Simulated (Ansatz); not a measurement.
## Migration barriers: Si-vacancy pair in fcc Rh, neutral cell

Defect: Si-vacancy pair (Si on one host Rh site, one Rh site vacant) in fcc Rh, neutral cell. Computed with PBE, PAW (plane waves to 420 eV; Ansatz, a quantum-chemistry and plane-wave program).

Cell of 32 host sites held at the relaxed PBE lattice; a 2×2×2 k-point mesh shifted by half a step; Fermi-Dirac width 0.10 eV, spin-restricted; finite-size errors left in. No zero-point or tunnelling terms. Forms of the defect that were not tried may lie lower.

Barriers: single points on a 4×4×4 k-point mesh shifted by half a step at the bands' geometries.

```json
[
 {"Route": "Si and the vacancy change places (Si-vacancy distance between ideal sites 2.71 Å throughout)", "Start site over the lowest site run (eV)": "0.00", "Hop (Å)": "2.70", "Forward barrier (eV)": "0.41", "Backward barrier (eV)": "0.41", "Neighbours at the start": "5 Rh at 2.67, 6 Rh at 2.71 Å", "Neighbours at the saddle": "2 Rh at 2.35, 2 Rh at 2.36, 2 Rh at 3.00 Å", "Saddle order": "first order", "Forward, on the band's own sampling (eV)": "0.43"}
]
```

Paths come from climbing-image nudged elastic band runs.
